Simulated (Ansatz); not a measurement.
# TaC (Fm-3m): band-structure transport figures

Here is the system:

```
CELL_PARAMETERS angstrom
      0.00000     2.21541     2.21541
      2.21541     0.00000     2.21541
      2.21541     2.21541     0.00000
ATOMIC_POSITIONS crystal
  Ta 0.00000 0.00000 0.00000
  C  0.50000 0.50000 0.50000
```

Calculation: PBEsol, rigid bands (plane waves, PAW, scalar-relativistic; Ansatz, a quantum-chemistry and plane-wave program). Condition of this run: hydrostatic pressure 2 GPa (the target of the relaxation). Geometry: cell and atoms relaxed with PBEsol, then loaded as said.

The density of states at the Fermi level is 0.613 states/(eV·cell), both spins and the bare Sommerfeld coefficient is 0.72 mJ/(mol of atoms·K²). The drude plasma energy comes out as 8.3 eV and the root-mean-square Fermi velocity comes out as 9.7e5 m/s. The resistivity times τ is 7.0 ×10⁻²² Ω·m·s.

A metal at this level (no band gap); rigid bands, thermally averaged at 300 K, both spins. Spin-orbit coupling is left out, which matters with elements this heavy. τ is one relaxation time for all states.
